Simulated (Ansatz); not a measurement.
Take K in the bcc (W type) structure (space group Im-3m, No. 229; a = 5.2795 Å) as the base.

All numbers come from plane-wave PAW DFT at the PBE level (Ansatz, a quantum-chemistry and plane-wave program, 420 eV), without spin-orbit coupling, earlier PAW set.

For the base:

The volume per atom comes out as 73.58 Å³.

Modification: cell and atoms relaxed at a pressure of 1.5 GPa.

Problem. Predict the new volume per atom.

Solution. The volume per atom drops by 16.555 Å³ to 57.02 Å³.

Load acts through the strain it causes; cell and atoms are relaxed under it. No phonon test of stability was made.
